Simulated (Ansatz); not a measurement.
**Band gap of wurtzite semiconductors: r2SCAN against PBE**

Ansatz (plane waves, PAW); cells keep the symmetry of their structure type. Ansatz (a first-principles code) is a plane-wave DFT program; potentials: the later of its two PAW sets. No spin-orbit coupling. PBE gaps are read at band edges searched over the zone in cells relaxed at that level, r2SCAN gaps at band edges searched over the zone in cells relaxed at that level. The two cells differ, so the slope holds a volume effect too.

Here x stands for PBE gap and y for r2SCAN gap.

```csv
solid,PBE gap (eV),r2SCAN gap (eV)
CdSe,0.54,1.10
ZnO,0.74,?
CdS,1.11,1.63
GaN,1.71,2.35
ZnS,2.08,2.78
SiC,2.31,2.65
AlN,4.03,4.88
BN,5.23,5.75
```

Taking a straight line for y over the 7 complete rows: With u = x - 2.4, the rows have u = -1.8600, -1.2900, -0.6900, -0.3200, -0.0900, 1.6300, 2.8300. Means: u 0.030000, y 3.020. About the means, the sum of products is 16.694 and the sum of squares of u is 16.370; the slope is their ratio. Least squares gives y = 2.989 + 1.0198·u. Residuals (row less fit): 0.008, -0.043, 0.065, 0.117, -0.247, 0.229, -0.125; standard error 0.173 (degrees of freedom: 5). The slope is 1.02 with a standard error of 0.043.

Problem. Predict the withheld y at x = 0.74 from the fit, and compare with the calculation.

Solution. u = -1.6600, so y = 2.989 + 1.0198 × (-1.6600) = 1.296 eV. The calculation gives 1.24 eV, 0.056 eV below the prediction (1.2 % of the range of y in the table). The row lies between fitted rows. From the scatter of the fitted rows alone, a prediction at this place has a standard error of 0.198 eV, so the miss is 0.3 times that.

ZnS is here the high-temperature form. SiC is here the rare 2H polytype. BN is here a metastable high-pressure form. Spin-orbit coupling is left out, which can shift this property for CdSe. The rows are a random draw from the solids of this series computed here; series whose standard error about the line passes 12 to 30 % of the range of y, or with no trend, aren't shown in this form.
